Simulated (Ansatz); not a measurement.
Response to strain in ZnS

Start from ZnS in the zinc blende structure (space group F-43m, No. 216).

```cif
data_S4Zn4
_chemical_formula_sum 'Zn4 S4'
_space_group_name_H-M_alt 'F-43m'
_space_group_IT_number 216
_space_group_name_Hall 'F -4 2 3'
_cell_length_a 5.35664
_cell_length_b 5.35664
_cell_length_c 5.35664
_cell_angle_alpha 90.000
_cell_angle_beta 90.000
_cell_angle_gamma 90.000
loop_
_atom_site_label
_atom_site_type_symbol
_atom_site_symmetry_multiplicity
_atom_site_Wyckoff_symbol
_atom_site_fract_x
_atom_site_fract_y
_atom_site_fract_z
_atom_site_occupancy
Zn1 Zn 4 a 0.00000 0.00000 0.00000 1
S1 S 4 d 0.75000 0.75000 0.75000 1
```
(The calculation used a cell of 2 atoms; values per cell refer to that cell.)

Strains are applied to the cell and any free atomic positions relax.

All numbers come from PBEsol/PAW in Ansatz (a quantum-chemistry and plane-wave program), without spin-orbit coupling.

Candidates:
(a) isotropic strain +3.00 %
(b) isotropic strain −0.50 %
(c) isotropic strain +0.50 %
(d) isotropic strain −2.00 %
(e) isotropic strain +2.00 %

For the base:

```
Property    Value
--------  -------
Band gap  2.09 eV
```

**Question.** Order them by band gap, lowest first.

**Answer.** (a) isotropic strain +3.00 % (1.71 eV), (e) isotropic strain +2.00 % (1.83 eV), (c) isotropic strain +0.50 % (2.02 eV), (b) isotropic strain −0.50 % (2.15 eV), (d) isotropic strain −2.00 % (2.35 eV)

Whether these cells are dynamically stable was not tested.
